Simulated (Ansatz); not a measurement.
What Al on a Ni site (antisite), symmetric start does to AlNi3

Start from a 16-atom supercell of AlNi3 in the Cu3Au type structure (space group Pm-3m, No. 221; a = 3.5191 Å; weakly magnetic (sensitive to the mesh)) at its relaxed geometry.

Modification: one Ni atom is replaced by Al, atoms relaxed at fixed cell.

Method: PBEsol (Ansatz, a quantum-chemistry and plane-wave program, PAW, spin-orbit coupling left out). Γ-centred 7×7×7 mesh, Fermi–Dirac width 0.05 eV.

```json
[
 {"quantity": "pressure", "base": "0.0 GPa", "changed": "3.8 GPa", "shift": "+3.8 GPa"},
 {"quantity": "energy gained by relaxation", "base": "–", "changed": "0.38 eV", "shift": "–"},
 {"quantity": "largest displacement of a host atom from its site in the perfect cell", "base": "–", "changed": "0.13 Å", "shift": "–"}
]
```

The magnetic state is the one reached from the starting moments; the real material's order can differ, and small cells can't hold many antiferromagnetic ones. In so small a cell the defect repeats every few ångströms: this is an ordered compound, not a dilute defect. The defect started on the symmetric site and kept its symmetry, so it may sit on a saddle. Starting moments died away, wholly or in part, for Al on a Ni site (antisite); another magnetic solution may exist. The defect cell is spin-polarised and ends with 0.0 μB.
